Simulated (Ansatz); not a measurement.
**Effective masses and thermopower of WS₂ under load (space group R3m)**

```xyz
3
Lattice="1.5627 0.9022 5.7201 -1.5627 0.9022 5.7201 0.0000 -1.8045 5.7201" Properties=species:S:1:pos:R:3 pbc="T T T"
W      0.0000     0.0000     0.0107
S      0.0000     0.0000     7.2946
S      0.0000     0.0000     4.1699
```

All values below come from PBEsol+D3BJ with spin-orbit coupling, rigid bands (plane waves, PAW; Ansatz, a quantum-chemistry and plane-wave program). Condition of this run: uniaxial stress zz = 2 GPa (compression positive) (the target of the relaxation). How the cell was made: cell and atoms relaxed with PBEsol+d3bj, then loaded as said.

- band gap: 0.44 eV
- electron conductivity mass (300 K, dilute): 0.52 (x), 0.52 (y), 0.40 (z) mₑ
- hole conductivity mass (300 K, dilute): 0.38 (x), 0.38 (y), 1.07 (z) mₑ
- effective density of states N_c (300 K): 2.4e19 cm⁻³
- effective density of states N_v (300 K): 9.7e18 cm⁻³
- density-of-states mass, electrons: 0.96 mₑ
- density-of-states mass, holes: 0.53 mₑ
- Seebeck coefficient, n-type 1e19 cm⁻³, 300 K: -293 μV/K
- Seebeck coefficient, p-type 1e19 cm⁻³, 300 K: 219 μV/K
- best p-type power factor at 300 K for τ = 10 fs (best axis; densities from 1e16 to 1e21 cm⁻³ tried, whether or not they can be reached): 4.1 μW/(cm·K²) at 3e19 cm⁻³

Rigid bands; masses and Seebeck coefficients take one relaxation time τ for all states and one kind of carrier; polarons and phonon drag are left out. Geometry: cell and atoms relaxed with PBEsol+D3(BJ).

PBEsol with a dispersion correction tends to overbind, so the cell can be several per cent short, in bad cases over ten, which usually narrows a gap: WS2 under load (space group R3m).
